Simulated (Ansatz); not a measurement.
The starting structures come from a database of crystals and need not be the phases stable at ambient conditions.

 Where the default PAW files enter, the runs use the earlier of Ansatz's two default sets.

Inside the gap of an insulator the Bloch states are evanescent, with a wavenumber k + iκ along the transport direction.

Input:

```
CELL_PARAMETERS angstrom
      4.94387     0.00000     0.00000
      0.00000     5.08511     0.00000
      0.00000     0.00000     7.23174
ATOMIC_POSITIONS crystal
  Al 0.74785 0.96949 0.39040
  Al 0.25215 0.03051 0.60960
  Al 0.75215 0.46949 0.10960
  Al 0.24785 0.53051 0.89040
  Al 0.75215 0.03051 0.89040
  Al 0.24785 0.96949 0.10960
  Al 0.74785 0.53051 0.60960
  Al 0.25215 0.46949 0.39040
  O  0.89298 0.89802 0.65400
  O  0.10702 0.10198 0.34600
  O  0.60702 0.39802 0.84600
  O  0.39298 0.60198 0.15400
  O  0.60702 0.10198 0.15400
  O  0.39298 0.89802 0.84600
  O  0.89298 0.60198 0.34600
  O  0.10702 0.39802 0.65400
  O  0.95060 0.75000 0.00000
  O  0.04940 0.25000 0.00000
  O  0.54940 0.25000 0.50000
  O  0.45060 0.75000 0.50000
```

Space group of this cell: Pbcn. The cell is strained (all lengths scaled by 1.02); by r2SCAN its mean pressure is -19.6 GPa.

Transport runs along the normal of the first two printed cell vectors.

No gap correction and no spin-orbit coupling; mid-gap values are interpolated between computed energies.

Problem. State the band gap and the smallest decay constant κ at mid-gap according to Ansatz (an electronic-structure program) with r2SCAN.

Solution. Gap 5.49 eV on a 6×6×4 mesh; κ = 0.346 1/Å, at the zone centre.
